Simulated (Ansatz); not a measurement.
The reference is Pt in the fcc (Cu type) structure (space group Fm-3m, No. 225; a = 3.972 Å; relaxed with 0.1 eV smearing). Axes: x, y, z lie along the cube axes.

All numbers come from PBE (Ansatz, a first-principles code), no spin-orbit coupling.

Modification: the cell is scaled by 0.9900 in all directions, atoms relaxed at fixed cell.

Predict the stress tensor and what it implies for the stiffness.

Stress of the strained cell less that of the base (GPa, compression positive):
```
    8.1     0.0     0.0
    0.0     8.1     0.0
    0.0     0.0     8.1
```

Then B = −ΔP/(ΔV/V₀) with ΔV/V₀ = -0.0297 gives secant stiffness values (nonlinear terms included at this strain): B ≈ 271 GPa.

As a check, the harmonic strain energy −½ V₀ Δσ:ε is 12 meV/atom; the computed energy rise is 11 meV/atom.

No phonon test of stability was made. The final runs are not spin-polarised.
